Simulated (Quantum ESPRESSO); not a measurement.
## Pressure against volume in rock-salt MgO (space group 225) (Quantum ESPRESSO, PBE)

```
MgO
1.0
    0.00000     2.06757     2.06757
    2.06757     0.00000     2.06757
    2.06757     2.06757     0.00000
Mg O
1 1
Direct
  0.00000   0.00000   0.00000
  0.50000   0.50000   0.50000
```

Computed with PBE, PSlibrary PAW (PBE) pseudopotentials (plane waves; Quantum ESPRESSO). Settings: ecutwfc = 143 Ry; ecutrho = 858 Ry; occupations = smearing; smearing = fd; degauss = 0.000734986 Ry; potentials = {Mg: Mg.pbe-spn-kjpaw_psl.1.0.0.UPF, O: O.pbe-n-kjpaw_psl.0.1.UPF}; K_POINTS = automatic 13 13 13 0 0 0; conv_thr = 1e-10 Ry; mixing_beta = 0.4. The cell above is the first row's. The rows scale it uniformly. In all rows fractional positions and the k mesh are held.

| V (Å^3/atom) | P (GPa) |
|---|---|
| 8.839 | 15.25 |
| 9.031 | 10.94 |
| 9.223 | 7.05 |
| 9.415 | 3.54 |
| 9.607 | 0.37 |
| 9.799 | -2.50 |
| 9.991 | -5.08 |
| 10.184 | -7.42 |
| 10.376 | ? |

Question: Using a cubic, estimate the missing P at V = 10.376 from the other rows, showing the fit.

Answer: With u = V - 9.5, the rows have u = -0.6610, -0.4690, -0.2770, -0.0850, 0.1070, 0.2990, 0.4910, 0.6840. Least squares gives P = 2.091 - 16.6106·u + 4.4739·u² - 0.7666·u³. Residuals (row less fit): 0.003, -0.005, -0.002, 0.004, 0.006, -0.004, -0.003, 0.003; standard error 0.006 (degrees of freedom: 4). The fitted pressure is zero at V0 = 9.630, where dP/dV = -15.48, so B0 = -V0·dP/dV = 149 GPa. At the withheld row, u = 0.8760, so P = 2.091 - 16.6106 × 0.8760 + 4.4739 × 0.8760² - 0.7666 × 0.8760³ = -9.542 GPa. The calculation gives -9.54 GPa, which the fit meets to the printed digits. The row lies outside the fitted rows, so this is an extrapolation. From the scatter of the fitted rows alone, a prediction at this place has a standard error of 0.015 GPa, so the miss is 0.1 times that.

Carrying the step between the two nearest rows on in a straight line would have given -9.75, off by 0.21; series whose last step already gives the withheld value aren't shown. The scan was laid around a cell of about the measured size, scaled by a guess for this functional. The runs keep the symmetry of the cell, so they don't test it for distortions. Cutoffs and mesh are single choices, not tested for convergence of this quantity. Series with a scatter that would blur these digits, or in which a gap closes, are not shown.
